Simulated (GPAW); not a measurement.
Input and output of a self-consistent single point for TiB2 (P6/mmm, 3 atoms in the cell) (GPAW).

Method: LDA (Perdew-Wang 92), real-space grid, GPAW PAW datasets LDA (gpaw-data 1.0.1) run with GPAW.

```
CELL_PARAMETERS angstrom
      3.08524     0.00000     0.00000
     -1.54262     2.67189     0.00000
      0.00000     0.00000     3.29205
ATOMIC_POSITIONS crystal
  Ti 0.00000 0.00000 0.00000
  B  0.33333 0.66667 0.50000
  B  0.66667 0.33333 0.50000
```

Reference input (self-consistent single point, DFT PBE, real-space grid, GPAW PAW datasets PBE (gpaw-data 1.0.1)): mode = fd; h = 0.18 Å; xc = PBE; kpts = 8 8 7; mesh shift (steps) = 0.5 0.5 0.5; occupations.name = methfessel-paxton; occupations.width = 0.1 eV; occupations.order = 0; nbands = -7; convergence.density = 1e-05 e/electron; symmetry.symmorphic = false; symmetry.tolerance = 0.0005. This run's input differs from it in these lines:

```diff
@@ -15,3 +15,3 @@
             h=0.18,
-            xc='PBE',
+            xc='LDA',
             kpts=monkhorst_pack((8, 8, 7)) + [0, 0, 0.5 / 7],
```

Its files differ too (potentials: GPAW PAW datasets LDA (gpaw-data 1.0.1)).

Output, abridged:

```
     iter     time        total  log10-change:
                         energy   eigst   dens
iter:   1 --:--:--   -27.320765
iter:   2 --:--:--   -26.845201   -0.29  -1.03
iter:   3 --:--:--   -25.720003   -0.10  -1.10
iter:   4 --:--:--   -25.678640   -1.29  -1.71
iter:   5 --:--:--   -25.696662   -1.55  -1.62
iter:   6 --:--:--   -25.686783   -1.75  -1.94
iter:   7 --:--:--   -25.687734   -2.08  -2.46
iter:   8 --:--:--   -25.685823c  -2.54  -2.30
iter:   9 --:--:--   -25.685840c  -3.15  -3.23
iter:  10 --:--:--   -25.685937c  -3.48  -3.40
iter:  11 --:--:--   -25.685839c  -4.01  -3.30
iter:  12 --:--:--   -25.685810c  -4.18  -3.48
   [... 5 lines left out ...]
iter:  18 --:--:--   -25.685813c  -6.53  -4.03
iter:  19 --:--:--   -25.685812c  -6.40  -4.01
iter:  20 --:--:--   -25.685812c  -6.30  -4.08
iter:  21 --:--:--   -25.685811c  -6.23  -4.36
iter:  22 --:--:--   -25.685811c  -7.47c -4.71
iter:  23 --:--:--   -25.685811c  -7.42c -4.77
iter:  24 --:--:--   -25.685811c  -6.86  -4.90
iter:  25 --:--:--   -25.685811c  -7.13  -4.66
iter:  26 --:--:--   -25.685811c  -8.35c -5.16c
Converged after 26 iterations.

Dipole moment: (-0.259642, -0.449714, -0.715107) |e|*Ang

Energy contributions relative to reference atoms: (reference = -24499.177627)

Kinetic:        +12.627902
Potential:      -12.505281
External:        +0.000000
XC:             -25.909499
Entropy (-ST):   -0.002447
Local:           +0.102289
SIC:             +0.000000
--------------------------
Free energy:    -25.687034
Extrapolated:   -25.685811

Showing only first 2 kpts
 Kpt  Band  Eigenvalues  Occupancy
  0     7      8.04405    2.00000
  0     8      9.13797    2.00000
  0     9     12.01830    0.00000
  0    10     12.16254    0.00000

  1     7      8.38781    2.00000
  1     8     10.32262    1.99950
  1     9     11.22280    0.00000
  1    10     11.44945    0.00000

Fermi level: 10.56885

No gap
No difference between direct/indirect transitions
Energy (eV): -25.685811

Forces in eV/Ang:
  0 Ti    0.00000   -0.00000    0.00000
  1 B     0.00000    0.00000    0.00000
  2 B     0.00000    0.00000    0.00000
```

The run converged in 26 iterations. 

The starting cell comes from a database of computed structures (which also holds hypothetical and non-ambient phases and stackings), without a prior relaxation at this level. Its lattice was rescaled by a random factor within 2.5 % of one. Spin polarisation is off.

Cost on one core of a shared machine: roughly 3 min.
